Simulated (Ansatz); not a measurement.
Start from HfO$_{2}$ (space group P2_1/c, No. 14).

```yaml
crystal:
  lattice:
    - [5.11418, 0.00000, 0.00000]
    - [0.00000, 5.18192, 0.00000]
    - [-0.87081, 0.00000, 5.22378]
  atoms:
    - { symbol: Hf, position: [0.27620, 0.04186, 0.20826] }
    - { symbol: Hf, position: [0.72380, 0.54186, 0.29174] }
    - { symbol: Hf, position: [0.72380, 0.95814, 0.79174] }
    - { symbol: Hf, position: [0.27620, 0.45814, 0.70826] }
    - { symbol: O, position: [0.07004, 0.33376, 0.34403] }
    - { symbol: O, position: [0.92996, 0.83376, 0.15597] }
    - { symbol: O, position: [0.92996, 0.66624, 0.65597] }
    - { symbol: O, position: [0.07004, 0.16624, 0.84403] }
    - { symbol: O, position: [0.44797, 0.75767, 0.47848] }
    - { symbol: O, position: [0.55203, 0.25767, 0.02152] }
    - { symbol: O, position: [0.55203, 0.24233, 0.52152] }
    - { symbol: O, position: [0.44797, 0.74233, 0.97848] }
```

Cartesian axes are those of the cell as printed.

The values are results of r2SCAN (Ansatz, an electronic-structure program; PAW; 500 eV plane waves; scalar-relativistic without spin-orbit coupling), earlier PAW set, not measurements.

Before the change:

- Band gap = 4.60 eV
- Shortest interatomic distance = 2.041 Å

Perturbation: the cell is compressed by 2.71 % along y with no lateral relaxation, atoms relaxed at fixed cell.

Task: What does the calculation give for the band gap after the change?

Result: The band gap grows by 0.07 eV, from 4.60 eV to 4.67 eV.

Task: What happens to the stress?

Result: The stress (xx, yy, zz, yz, xz, xy; compression positive) comes out as (5.69, 12.01, 5.96, 0.00, -0.53, 0.00) GPa.

Task: Predict the new energy relative to the base.

Result: The energy goes up by 12 meV/atom.

Task: Estimate the effect on the shortest interatomic distance.

Result: The shortest interatomic distance drops by 0.029 Å to 2.012 Å.

With Hf present, leaving out spin-orbit coupling can change the band edges. The cells carry an imposed strain or load. Stability against distortions was not tested.
